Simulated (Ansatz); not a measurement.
B2O3, treated with PBEsol in Ansatz (PAW).

Settings: plane-wave cutoff 520 eV, 12×12×6 k mesh (along the axes of the cell as run), Fermi–Dirac smearing 0.03 eV, scalar-relativistic PAW data made under PBE.

Starting structure:

```yaml
crystal:
  lattice:
    - [4.33580, 0.00000, 0.00000]
    - [-2.16790, 3.75491, 0.00000]
    - [0.00000, 0.00000, 8.33970]
  atoms:
    - { symbol: O, position: [0.60090, 0.14770, 0.12820] }
    - { symbol: O, position: [0.85230, 0.45320, 0.46153] }
    - { symbol: O, position: [0.54680, 0.39910, 0.79487] }
    - { symbol: O, position: [0.14770, 0.60090, 0.87180] }
    - { symbol: O, position: [0.45320, 0.85230, 0.53847] }
    - { symbol: O, position: [0.39910, 0.54680, 0.20513] }
    - { symbol: O, position: [0.16070, 0.00000, 0.33333] }
    - { symbol: O, position: [0.00000, 0.16070, 0.66667] }
    - { symbol: O, position: [0.83930, 0.83930, 0.00000] }
    - { symbol: B, position: [0.39540, 0.22990, 0.22440] }
    - { symbol: B, position: [0.77010, 0.16550, 0.55773] }
    - { symbol: B, position: [0.83450, 0.60460, 0.89107] }
    - { symbol: B, position: [0.22990, 0.39540, 0.77560] }
    - { symbol: B, position: [0.16550, 0.77010, 0.44227] }
    - { symbol: B, position: [0.60460, 0.83450, 0.10893] }
```

Problem. Into what structure does the relaxation of cell and atoms lead at this level, with the symmetry of the start kept?

Solution. The volume goes up by 1.0 %; final space group P3_121.
```yaml
crystal:
  lattice:
    - [4.34930, 0.00000, 0.00000]
    - [-2.17465, 3.76661, 0.00000]
    - [0.00000, 0.00000, 8.37392]
  atoms:
    - { symbol: O, position: [0.59777, 0.14681, 0.12694] }
    - { symbol: O, position: [0.85319, 0.45096, 0.46027] }
    - { symbol: O, position: [0.54904, 0.40223, 0.79360] }
    - { symbol: O, position: [0.14681, 0.59777, 0.87306] }
    - { symbol: O, position: [0.45096, 0.85319, 0.53973] }
    - { symbol: O, position: [0.40223, 0.54904, 0.20640] }
    - { symbol: O, position: [0.15932, 0.00000, 0.33333] }
    - { symbol: O, position: [0.00000, 0.15932, 0.66667] }
    - { symbol: O, position: [0.84068, 0.84068, 0.00000] }
    - { symbol: B, position: [0.39849, 0.23222, 0.22520] }
    - { symbol: B, position: [0.76778, 0.16627, 0.55853] }
    - { symbol: B, position: [0.83373, 0.60151, 0.89186] }
    - { symbol: B, position: [0.23222, 0.39849, 0.77480] }
    - { symbol: B, position: [0.16627, 0.76778, 0.44147] }
    - { symbol: B, position: [0.60151, 0.83373, 0.10814] }
```

Ansatz is a quantum-chemistry and plane-wave program.
